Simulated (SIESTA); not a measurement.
## Worked example: self-consistent single point of Nb (Im-3m, 1 atom in the cell) in SIESTA

Method of the run: GGA PBE, numerical atomic orbitals DZP, PseudoDojo PBE standard norm-conserving potentials (rewritten from UPF to PSML) run with SIESTA 5.4.2.

Input:

```
# files in the folder: Nb.psml (PseudoDojo PBE standard)
SystemName  Nb
SystemLabel Nb

NumberOfAtoms                1
NumberOfSpecies              1
%block ChemicalSpeciesLabel
  1 41 Nb
%endblock ChemicalSpeciesLabel
LatticeConstant              2.830162 Ang
%block LatticeVectors
    -0.577350342    0.577350342    0.577350342
     0.577350342   -0.577350342    0.577350342
     0.577350342    0.577350342   -0.577350342
%endblock LatticeVectors
AtomicCoordinatesFormat      ScaledCartesian
%block AtomicCoordinatesAndAtomicSpecies
     0.000000000    0.000000000    0.000000000  1
%endblock AtomicCoordinatesAndAtomicSpecies

XC.functional                GGA
XC.authors                   PBE
PAO.BasisSize                DZP
PAO.EnergyShift              0.01 Ry
MeshCutoff                   400 Ry
%block kgrid.MonkhorstPack
   11   0   0  0.0
    0  11   0  0.0
    0   0  11  0.0
%endblock kgrid.MonkhorstPack
OccupationFunction           MP
OccupationMPOrder            0
ElectronicTemperature        50.0 meV

MaxSCFIterations             150
SCF.Mixer.Method             Pulay
SCF.Mixer.Weight             0.25
SCF.Mixer.History            8
SCF.DM.Tolerance             1.0E-04
Diag.ParallelOverK           true
WriteForces                  true
```

Output, abridged:

```
reinit: Reading from file input.fdf

reinit: System Name: Nb
reinit: System Label: Nb

coor:   Atomic-coordinates input format  =     Cartesian coordinates
coor:                                          (in units of alat)

siesta: Atomic coordinates (Bohr) and species
siesta:      0.00000   0.00000   0.00000  1        1

siesta: System type = bulk

initatomlists: Number of atoms, orbitals, and projectors:      1    19    18

siesta: ******************** Simulation parameters ****************************
redata: Spin configuration                          = none
redata: Time-Reversal Symmetry                      = T
redata: Number of Atomic Species                    =        1
redata: Mesh Cutoff                                 =   400.0000 Ry
redata: Net charge of the system                    =     0.0000 |e|
redata: Min. number of SCF Iter                     =        0
redata: Max. number of SCF Iter                     =      150
redata: SCF convergence failure will abort job
redata: SCF mix quantity                            = Hamiltonian
redata: Mix DM or H after convergence               =   F
redata: Recompute H after scf cycle                 =   F
redata: Mix DM in first SCF step                    =   T
redata: No kicks to SCF
redata: DM Mixing Weight for Kicks                  =     0.5000
redata: Require Harris convergence for SCF          =   F
redata: Harris energy tolerance for SCF             =     0.000100 eV
redata: Require DM convergence for SCF              =   T
redata: DM tolerance for SCF                        =     0.000100
redata: Require EDM convergence for SCF             =   F
redata: EDM tolerance for SCF                       =     0.001000 eV
redata: Require H convergence for SCF               =   T
redata: Hamiltonian tolerance for SCF               =     0.001000 eV
redata: Require (free) Energy convergence for SCF   =   F
redata: (free) Energy tolerance for SCF             =     0.000100 eV
redata: Using DFT-D3 dispersion                     =   F
redata: Using Saved Data (generic)                  =   F
redata: Method of Calculation                       = Diagonalization
redata: Electronic Temperature                      =   580.2259 K
redata: Number of TDED substeps                     =        3
redata: Dynamics option                             = Single-point calculation
redata: Save all siesta data in one NC              =   F
redata: ***********************************************************************

%block SCF.Mixers
  Pulay
%endblock SCF.Mixers

%block SCF.Mixer.Pulay
  # Mixing method
  method pulay
  variant stable

  # Mixing options
  weight 0.2500
  weight.linear 0.2500
  history 8
%endblock SCF.Mixer.Pulay

DM_history_depth set to one: no extrapolation allowed by default for geometry relaxation
Size of DM history Fstack: 1
Total number of electrons:    13.000000
Total ionic charge:    13.000000

* ProcessorY, Blocksize:    1  20

* Orbital distribution balance (max,min):    19    19

 Kpoints in:          726 . Kpoints trimmed:          666

siesta: k-grid: Number of k-points = 666
siesta: k-points from Monkhorst-Pack grid
siesta: k-cutoff (effective) =    15.566 Ang
siesta: k-point supercell and displacements
siesta: k-grid:    11     0     0      0.000
siesta: k-grid:     0    11     0      0.000
siesta: k-grid:     0     0    11      0.000

diag: Algorithm                                     = D&C
diag: Parallel over k                               =   F
diag: Use parallel 2D distribution                  =   F
diag: Parallel block-size                           = 20
diag: Parallel distribution                         =     1 x     1
diag: Used triangular part                          = Lower
diag: Absolute tolerance                            =  0.100E-15
diag: Orthogonalization factor                      =  0.100E-05
diag: Memory factor                                 =  1.0000

superc: Internal auxiliary supercell:     9 x     9 x     9  =     729
superc: Number of atoms, orbitals, and projectors:    729  13851  13122

                        Single-point calculation

superc: Internal auxiliary supercell:     9 x     9 x     9  =     729
superc: Number of atoms, orbitals, and projectors:    729  13851  13122

outcell: Unit cell vectors (Ang):
       -1.633995    1.633995    1.633995
        1.633995   -1.633995    1.633995
        1.633995    1.633995   -1.633995

outcell: Cell vector modules (Ang)   :    2.830162    2.830162    2.830162
outcell: Cell angles (23,13,12) (deg):    109.4712    109.4712    109.4712
outcell: Cell volume (Ang**3)        :     17.4507
new_DM -- step:     1
Initializing Density Matrix...

Attempting to read DM from file... Failed...
DM filled with atomic data:

InitMesh: MESH = 30 x 30 x 30 = 27000
InitMesh: Mesh cutoff (required, used) =   400.000   465.815 Ry

stepf: Methfessel-Paxton step function
       Using Hermite-Gauss polynomials of order  0

        iscf     Eharris(eV)        E_KS(eV)     FreeEng(eV)     dDmax    Ef(eV) dHmax(eV)
   scf:    1    -1687.514953    -1693.337563    -1693.337876  0.531173 -3.231562  5.387491
   scf:    2    -1694.317213    -1693.853239    -1693.855402  0.183815 -3.629080  3.214754
   scf:    3    -1694.300877    -1694.141128    -1694.143664  0.212759 -4.270705  0.093257
   scf:    4    -1694.139971    -1694.140959    -1694.143790  0.014981 -4.249453  0.140814
   scf:    5    -1694.141921    -1694.141532    -1694.144245  0.006245 -4.285533  0.000925
   scf:    6    -1694.141525    -1694.141529    -1694.144245  0.000182 -4.284291  0.003268
   scf:    7    -1694.141536    -1694.141532    -1694.144245  0.000178 -4.285102  0.000084
mix: Pulay -- inversion failed, > SVD [rank/size] 3 / 6
   scf:    8    -1694.141532    -1694.141532    -1694.144245  0.000005 -4.285131  0.000182

SCF Convergence by DM+H criterion
max |DM_out - DM_in|         :     0.0000045112
max |H_out - H_in|      (eV) :     0.0001820237
SCF cycle converged after 8 iterations

Using DM_out to compute the final energy and forces

siesta: E_KS(eV) =            -1694.1415

siesta: E_KS - E_eggbox =     -1694.1415

siesta: Atomic forces (eV/Ang):
     1    0.000000    0.000000   -0.000000
   Tot    0.000000    0.000000   -0.000000
   Max    0.000000
   Res    0.000000    sqrt( Sum f_i^2 / 3N )
   Max    0.000000    constrained

Stress tensor Voigt[x,y,z,yz,xz,xy] (kbar):      -60.62      -60.62      -60.62        0.02        0.02        0.02
(Free)E + p*V (eV/cell)    -1693.4840
Target enthalpy (eV/cell)    -1694.1442

siesta: Program's energy decomposition (eV):
siesta: Ebs     =      -354.628817
siesta: Eions   =      2858.435060
siesta: Ena     =       785.223938
siesta: Ekin    =       494.113161
siesta: Enl     =       209.488220
siesta: Eso     =         0.000000
siesta: Edftu   =         0.000000
siesta: DEna    =        29.866441
siesta: DUscf   =         1.137478
siesta: DUext   =         0.000000
siesta: Ex      =      -330.568233
siesta: Ec      =       -24.967479
siesta: Exc     =      -355.535711
siesta: Eharris =     -1694.141532
siesta: Etot    =     -1694.141532
siesta: FreeEng =     -1694.144245

siesta: Stress tensor (static) (eV/Ang**3):
siesta:    -0.037834    0.000013    0.000013
siesta:     0.000013   -0.037834    0.000013
siesta:     0.000013    0.000013   -0.037834

siesta: Cell volume =         17.450672 Ang**3

siesta: Pressure (static):
siesta:                Solid            Molecule  Units
siesta:           0.00041206          0.00041206  Ry/Bohr**3
siesta:           0.03783394          0.03783394  eV/Ang**3
siesta:          60.61665046         60.61665046  kBar
```

The run converged in 8 iterations.

The starting cell has typed, rounded lattice constants, without a prior relaxation at this level. Its lattice was rescaled by a random factor within 2.5 % of one. Spin polarisation is off. Values carry the incompleteness of an atom-centred basis. With a pressure of about 6 GPa the cell is away from its equilibrium volume at this level.
